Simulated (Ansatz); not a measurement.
We consider CdSiN₂ (model structure, started from the MgZrN2 type, I4₁/amd, No. 141, 8 atoms in the cell), described by PBEsol (PAW; Ansatz, a first-principles code).

Settings: plane-wave cutoff 520 eV, 18×18×18 k mesh, Fermi–Dirac smearing 0.05 eV, scalar-relativistic PAW data made under PBE.

Cell (relaxed with PBEsol):

```xyz
8
Lattice="-2.1879 2.1879 4.3751 2.1879 -2.1879 4.3751 2.1879 2.1879 -4.3751" Properties=species:S:1:pos:R:3 pbc="T T T"
Cd     0.0000     0.0000     4.3751
Cd     2.1879     0.0000     2.1876
Si     0.0000     2.1879     2.1876
Si     0.0000     0.0000     0.0000
N      0.0000     2.1879     0.3998
N      0.0000     0.0000     6.9625
N      0.0000     0.0000     1.7877
N      0.0000     2.1879     3.9753
```

Problem. Estimate the band gap that the calculation returns.

Solution. 
- band gap = 0.92 eV (on the SCF k mesh)

Note: the relaxation could raise the start's symmetry but not lower it, so the cell can be a saddle point.

Spin–orbit coupling is not included.

Computed values are for the static lattice.

Computing time: around 50 core-seconds (rough).

A model structure was made by putting elements into a prototype or built by hand; it is no filed structure, need not be a known phase, and can be a saddle point held by its symmetry.
